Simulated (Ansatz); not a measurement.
Take MnSi (space group P2_13, No. 198; a = 4.5176 Å; ferromagnetic) as the base.

(Cell as relaxed with PBE.)

Levels (all Ansatz, a first-principles code, PAW): PBE (420 eV, no spin-orbit coupling); r2SCAN (500 eV, without spin-orbit coupling).

Each level relaxes its own structure.

```
quantity                       PBE         r2SCAN
-------------------  -------------  -------------
volume per atom           11.53 Å³       11.83 Å³
lattice parameter a        4.518 Å        4.557 Å
band gap                      zero           zero
magnetic state       ferromagnetic  ferromagnetic
largest site moment        0.98 μB        2.19 μB
```

PBE's volume per atom lies 0.30 Å³ below r2SCAN's (2.5 %); PBE's lattice parameter a lies 0.039 Å below r2SCAN's (0.9 %); PBE's largest site moment lies 1.21 μB below r2SCAN's; the two agree on the band gap and magnetic state. Neither level is exact; r2SCAN is the comparison here, not a measurement.

Other magnetic orders, which the real material may have, were not ruled out. Stability against distortions was not tested.
